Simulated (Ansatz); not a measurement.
## Effect of pressure −1 GPa on WC

The reference is WC (space group P-6m2, No. 187; a = 2.884 Å, c = 2.812 Å).

Modification: a negative pressure, −1 GPa.

Calculations: Kohn–Sham DFT with the LDA functional, run in Ansatz (a program for electronic structure) with PAW and 420 eV plane waves, scalar-relativistic without spin-orbit coupling. Γ-centred 18×18×16 mesh, Fermi–Dirac width 0.05 eV.

The volume per atom rises by 0.02 Å³ (10.13 Å³ → 10.15 Å³) and the lattice parameter a grows by 0.002 Å (2.884 Å → 2.886 Å). The c/a ratio remains 0.975 and the shortest interatomic distance hardly moves (2.179 Å against 2.181 Å). The enthalpy H = E + PV relative to the base's energy is -0.06 eV/atom and the band gap is still zero.

Final structure:

```
WC
1.0
    2.88617     0.00000     0.00000
   -1.44309     2.49950     0.00000
    0.00000     0.00000     2.81418
W C
1 1
Direct
  0.00000   0.00000   0.00000
  0.33333   0.66667   0.50000
```

Load acts through the strain it causes; cell and atoms are relaxed under it. Whether these cells are dynamically stable was not tested. All final runs are without spin polarisation.
